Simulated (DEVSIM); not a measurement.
Device: Ni/SiON/n-In0.53Ga0.47As capacitor, at 300 K.

| layer (left to right) | material | thickness (nm) | Nd (cm⁻³) |
|---|---|---|---|
| 1 | SiON | 23.0 | - |
| 2 | In0.53Ga0.47As | 14000 | 1.7e15 |

Metal gate on the left, work function 5.1 eV. Fixed charge at the semiconductor interface 0 cm⁻² (in units of +e); no interface traps.

This is a model device: material constants are rounded textbook-type values typed into the input, and sizes, dopings and lifetimes were drawn at random. Values at 300 K; Nc and Nv go as T^1.5, mobilities as T to minus their exponent, the gap by Varshni's rule with the affinity fixed.

```tsv
parameter	SiON	In0.53Ga0.47As
gap (eV)	7	0.74
affinity (eV)	1.4	4.51
permittivity	5.5	13.9
Nc (cm⁻³)	-	2.1e17
Nv (cm⁻³)	-	7.7e18
Varshni α (eV/K)	-	0.00035
Varshni β (K)	-	190
```

Simulated with DEVSIM: 1D Poisson equation in equilibrium, Boltzmann statistics, complete ionisation; no quantum confinement or tunnelling. Metal contacts follow the ideal Schottky-Mott rule: no Fermi-level pinning, no interface dipoles.

The temperature was swept, all else fixed.

```tsv
temperature (K)	threshold voltage (band bending 2φF) (V)	flat-band voltage (V)	minimum of the low-frequency capacitance (μF/cm²)
250	-0.07	0.49	0.0196
300	-0.01	0.47	0.0226
350	0.06	0.44	0.0268
400	0.13	0.41	0.0344
450	0.20	0.38	0.0478
500	0.27	0.36	0.0679
```

From the first row to the last the threshold voltage (band bending 2φF) goes from -0.07 to 0.27. From the first row to the last the flat-band voltage goes from 0.49 to 0.36.
